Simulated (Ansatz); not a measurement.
The parent structure is Ir in the fcc (Cu type) structure (space group Fm-3m, No. 225).

```
CELL_PARAMETERS angstrom
      0.00000     1.91524     1.91524
      1.91524     0.00000     1.91524
      1.91524     1.91524     0.00000
ATOMIC_POSITIONS crystal
  Ir 0.00000 0.00000 0.00000
```

Calculations: PBEsol, PAW, 420 eV (Ansatz, a first-principles code; spin-orbit coupling left out).

Base values:

* **Lattice parameter a**: 3.830 Å

One thing is altered: every Ir is replaced by As; the structure is relaxed again.

Tabulated Pauling electronegativity and covalent radius: Ir 2.20, 1.41 Å; As 2.18, 1.19 Å.

How does this affect the lattice parameter a?

The lattice parameter a grows by 0.362 Å, from 3.830 Å to 4.192 Å.

Stability against distortions was not tested. As relaxed here, As is a hypothetical phase, not in the database extracts checked. The final runs are not spin-polarised.
